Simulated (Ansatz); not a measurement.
## HfGe$_{2}$ in the fluorite structure (space group Fm-3m, No. 225; a hypothetical phase, not in the database extracts checked)

```cif
data_Ge2Hf
_chemical_formula_sum 'Hf1 Ge2'
_space_group_name_H-M_alt 'P 1'
_space_group_IT_number 1
_cell_length_a 4.49471
_cell_length_b 4.49471
_cell_length_c 4.49471
_cell_angle_alpha 60.000
_cell_angle_beta 60.000
_cell_angle_gamma 60.000
loop_
_space_group_symop_operation_xyz
  'x, y, z'
loop_
_atom_site_label
_atom_site_type_symbol
_atom_site_fract_x
_atom_site_fract_y
_atom_site_fract_z
_atom_site_occupancy
Hf1 Hf 0.00000 0.00000 0.00000 1
Ge1 Ge 0.25000 0.25000 0.25000 1
Ge2 Ge 0.75000 0.75000 0.75000 1
```

Level of theory: PBEsol in Ansatz (plane waves to 420 eV, PAW, no spin-orbit coupling). Γ-centred 13×13×13 mesh, Fermi–Dirac width 0.05 eV.

```json
{
 "volume_per_atom": "21.40 Å³",
 "density": "8.37 g/cm³",
 "band_gap": "zero",
 "total_energy": "-8034.911 eV/atom (σ→0; compares only within this code and set-up)"
}
```

Whether these cells are dynamically stable was not tested. The final runs are not spin-polarised. HfGe2 has a high density of states at the Fermi level and may be magnetic at this level.

Ansatz is a program for electronic structure.
